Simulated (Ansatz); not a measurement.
An Ansatz (an electronic-structure program) input (PBEsol (Ansatz, PAW, no spin-orbit coupling)):

Ansatz 0.2 input:
```yaml
crystal:
  lattice:
    - [2.0426657836, 1.17933364, 7.1018046726]
    - [-2.0426657836, 1.17933364, 7.1018046726]
    - [0, -2.35866728, 7.1018046726]
  atoms:
    - { symbol: Tl, position: [0.5, 0.5, 0.5] }
    - { symbol: Bi, position: [0, 0, 0] }
    - { symbol: S, position: [0.2612395979, 0.2612395979, 0.2612395979] }
    - { symbol: S, position: [0.7387604021, 0.7387604021, 0.7387604021] }
basis: { ecutwfc: 420, ecutrho_ratio: 4, xc_grid: 2, fft_grid_basis: typed }
kpoints: { mp_grid: { grid: [9, 9, 9] } }
hamiltonian:
  xc: pbesol
  dispersion: none
  pseudopotentials: { kind: paw }
scf: { occupations: { method: fermi_dirac, width: 0.05 }, convergence: { dr2_threshold: 0.0000000004 } }
relax: { f_tol: 0.005, max_steps: 50 }
output: { forces: true, stress: true }
checkpoint: { write: state.ck, write_every: 1000 }
```

**Question.** Which symmetry and how many k-points will the program report, and about how many plane waves at Γ?

**Answer.** Space group R-3m (ITA 166) with 12 operations, k-points 85 of 729, and 1991 plane waves at Γ.

**Question.** And the final pressure?

**Answer.** 0.84 GPa (compression positive).

The cells carry an imposed strain or load. Whether these cells are dynamically stable was not tested. All final runs are without spin polarisation. The cell was made from TlBiS₂ (space group R-3m, No. 166) by this change: uniaxial strain ε_zz = −1.80 %.
